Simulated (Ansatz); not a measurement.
# Response to strain in MoSi2

Start from MoSi$_{2}$ (space group I4/mmm, No. 139; a = 3.217 Å, c = 7.875 Å; relaxed with 0.1 eV smearing).

Strains are applied to the cell and any free atomic positions relax.

Method: PBE (Ansatz, a first-principles code), scalar-relativistic without spin-orbit coupling.

Candidates:
(a) isotropic strain −2.50 %
(b) isotropic strain −0.50 %
(c) isotropic strain −3.00 %
(d) isotropic strain +2.50 %
(e) isotropic strain +3.00 %

Notes on the quantities. energy relative to the base: free energy F.

**Question.** Order them by energy relative to the base, lowest first.

**Answer.** (b) isotropic strain −0.50 % (+2.0 meV/atom), (d) isotropic strain +2.50 % (+45 meV/atom), (a) isotropic strain −2.50 % (+53 meV/atom), (e) isotropic strain +3.00 % (+63 meV/atom), (c) isotropic strain −3.00 % (+78 meV/atom)

No phonon test of stability was made. The final runs are not spin-polarised.
